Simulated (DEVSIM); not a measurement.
Device: illuminated Si p-on-n cell, one wavelength, at 400 K.

| layer (left to right) | material | thickness (μm) | Nd (cm⁻³) | Na (cm⁻³) | τn (s) | τp (s) | absorption coefficient (cm⁻¹) |
|---|---|---|---|---|---|---|---|
| 1 | Si | 0.120 | - | 2.3e18 | 5.3e-5 | 7.5e-6 | 14000 |
| 2 | Si | 46.0 | 2.3e15 | - | 0.00025 | 0.00025 | 14000 |

Left contact: ohmic, minority electron recombination velocity 8e6 cm/s. Right contact: ohmic, minority hole recombination velocity 5e6 cm/s. Voltage is applied to the left contact. Recombination: SRH at mid-gap, radiative, Auger. Gap narrowing is on: ΔEg = 6.92 meV × (l + √(l² + 0.5)), l = ln(N/1.3e17 cm⁻³), shared equally by both band edges. Light enters at the left, 2.8e18 photons cm⁻² s⁻¹, one pass, no reflection. Mobility is constant in doping.

This is a model device: material constants are rounded textbook-type values typed into the input, and sizes, dopings and lifetimes were drawn at random. Values at 300 K; Nc and Nv go as T^1.5, mobilities as T to minus their exponent, the gap by Varshni's rule with the affinity fixed.

```
parameter               Si
----------------  --------
gap (eV)             1.124
affinity (eV)         4.05
permittivity          11.7
Nc (cm⁻³)          2.86e19
Nv (cm⁻³)           3.1e19
μn (cm²/Vs)           1417
μp (cm²/Vs)            470
T exponent of μn       2.3
T exponent of μp       2.2
B (cm³/s)          4.7e-15
Cn (cm⁶/s)         2.8e-31
Cp (cm⁶/s)         9.9e-32
Varshni α (eV/K)  0.000473
Varshni β (K)          636
```

Model (solved in DEVSIM): 1D drift-diffusion, Boltzmann statistics, complete ionisation; no tunnelling, impact ionisation, image-force lowering or self-heating.

Question: Tabulate band edges, carrier densities and field at zero bias, in the dark.

Answer: Energies count from the Fermi level of the right contact; mesh points crowd at the junctions.

```
x (μm)   Ec (eV)  Ev (eV)  n (cm⁻³)  p (cm⁻³)  field (V/cm)
-------  -------  -------  --------  --------  ------------
0.000      0.952   -0.105     4.5e7    2.3e18           ≈ 0
0.02225    0.952   -0.105     4.5e7    2.3e18           ≈ 0
0.05653    0.952   -0.105     4.5e7    2.3e18           ≈ 0
0.09227    0.952   -0.105     4.5e7    2.3e18           -17
0.1220     0.927   -0.169     9.2e7    3.5e17        -65000
0.1503     0.828   -0.268     1.6e9    2.0e16        -23000
0.2091     0.720   -0.376    3.7e10    8.7e14        -16000
0.3971     0.488   -0.608    3.2e13    1.0e12         -9000
0.7233     0.350   -0.746    1.7e15    1.9e10         -1000
1.403      0.340   -0.756    2.3e15    1.4e10           ≈ 0
2.819      0.340   -0.756    2.3e15    1.4e10           ≈ 0
7.341      0.340   -0.756    2.3e15    1.4e10           ≈ 0
15.19      0.340   -0.756    2.3e15    1.4e10           ≈ 0
28.84      0.340   -0.756    2.3e15    1.4e10           ≈ 0
39.64      0.340   -0.756    2.3e15    1.4e10           ≈ 0
43.02      0.340   -0.756    2.3e15    1.4e10           ≈ 0
44.65      0.340   -0.756    2.3e15    1.4e10           ≈ 0
45.42      0.340   -0.756    2.3e15    1.4e10           ≈ 0
45.87      0.340   -0.756    2.3e15    1.4e10           ≈ 0
46.01      0.340   -0.756    2.3e15    1.4e10           ≈ 0
46.08      0.340   -0.756    2.3e15    1.4e10           ≈ 0
46.12      0.340   -0.756    2.3e15    1.4e10           ≈ 0
```
